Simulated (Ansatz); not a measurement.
# AlN, pressure series

Start from AlN (space group P6_3/mmc, No. 194; a = 3.302 Å, c = 4.141 Å; a cell from a computed database, its experimental status unchecked).

Cell and atoms are relaxed at each pressure.

Levels (all Ansatz, a quantum-chemistry and plane-wave program, PAW): PBEsol (420 eV, spin-orbit coupling left out); HSE06 (420 eV, no spin-orbit coupling).

```
pressure (GPa)  band gap, PBEsol (eV)  band gap, HSE06 (eV)
--------------  ---------------------  --------------------
-2                               3.25                  4.61
-1                               3.29                  4.65
0                                3.32                  4.69
0.3                              3.33                  4.70
0.7                                 ?                     ?
3                                3.43                  4.81
5                                3.49                  4.88
7.5                              3.57                  4.97
10                               3.65                  5.05
```

### Question
Fit E_g = E₀ + αP + βP² to the rows shown and predict the withheld row.

### Answer
Least squares on the printed values gives 

- PBEsol: E₀ = 3.32 eV, α = 35.1 meV/GPa, β = -0.24 meV/GPa² (largest residual 0.00 eV); this predicts 3.35 eV, and the run gives 3.35 eV, in agreement
- HSE06: E₀ = 4.69 eV, α = 40.2 meV/GPa, β = -0.42 meV/GPa² (largest residual 0.00 eV); this predicts 4.72 eV, and the run gives 4.72 eV, in agreement.

Single points use the geometry relaxed with PBEsol. Load acts through the strain it causes; cell and atoms are relaxed under it. Whether these cells are dynamically stable was not tested. No other phases were tried under pressure. This is not the structure that AlN has at room temperature and ambient pressure.
